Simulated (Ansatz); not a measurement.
The starting structures come from a database of crystals and need not be the phases stable at ambient conditions.

 Where the default PAW files enter, the runs use the earlier of Ansatz's two default sets.

The decay constant κ of evanescent states in the gap governs leakage through a thin film.

Input:

```yaml
crystal:
  lattice:
    - [4.10863, 0.00000, 0.00000]
    - [0.00000, 9.13010, 0.00000]
    - [0.00000, 0.00000, 4.10863]
  atoms:
    - { symbol: Sr, position: [0.50000, 0.15606, 0.00000] }
    - { symbol: Sr, position: [0.00000, 0.84394, 0.50000] }
    - { symbol: Ag, position: [0.50000, 0.50000, 0.50000] }
    - { symbol: Ag, position: [0.00000, 0.50000, 0.00000] }
    - { symbol: S, position: [0.50000, 0.69171, 0.00000] }
    - { symbol: S, position: [0.00000, 0.30829, 0.50000] }
    - { symbol: F, position: [0.50000, 0.00000, 0.50000] }
    - { symbol: F, position: [0.00000, 0.00000, 0.00000] }
```

Space group of this cell: P4/nmm. The cell is taken as given; by r2SCAN its mean pressure is -1.5 GPa.

Transport runs along the normal of the first two printed cell vectors, the (100) plane of the conventional cell.

The gap is the functional's own, uncorrected, and κ follows it; spin-orbit coupling is left out. Mid-gap values are interpolated between the computed energies.

### Question
Give the band gap and the smallest decay constant κ at mid-gap that r2SCAN (Ansatz, a program for electronic structure) yields.

### Answer
Gap 1.65 eV on a 8×4×8 mesh; κ = 0.183 1/Å, at the zone centre.
